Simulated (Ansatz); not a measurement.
Consider Al2O3 in the corundum structure (space group R-3c, No. 167; a = 4.809 Å, c = 13.124 Å (hexagonal axes)). Axes: x lies along a and z along c of the hexagonal cell.

It is then changed as follows: biaxial strain −3.00 %, plane normal [001], relaxed out of plane (Cartesian); in-plane vectors clamped, the third vector and the atoms free.

Level of theory: PBE, PAW, 420 eV (Ansatz, a first-principles code; no SOC).

Base, band edges from the VBM (valence, conduction): Γ 0.00, 5.85; F -0.23, 9.36; S₂ -0.26, 9.19; S₀ -0.26, 9.19; L -0.25, 9.14; H₀ -0.47, 9.42; H₂ -0.47, 9.42; T -0.35, 8.36 eV.

Question: Give the band edges at the high-symmetry points of the new zone, measured from its valence-band maximum.

Answer: 
```tsv
point	valence edge (eV)	conduction edge (eV)
Γ	0.00	6.35
T	-0.32	8.96
H₂	-0.58	9.65
H₀	-0.58	9.65
L	-0.44	9.41
S₀	-0.40	9.40
S₂	-0.40	9.40
F	-0.40	9.57
```

The gap is 6.35 eV, direct at Γ.

Stability against distortions was not tested.
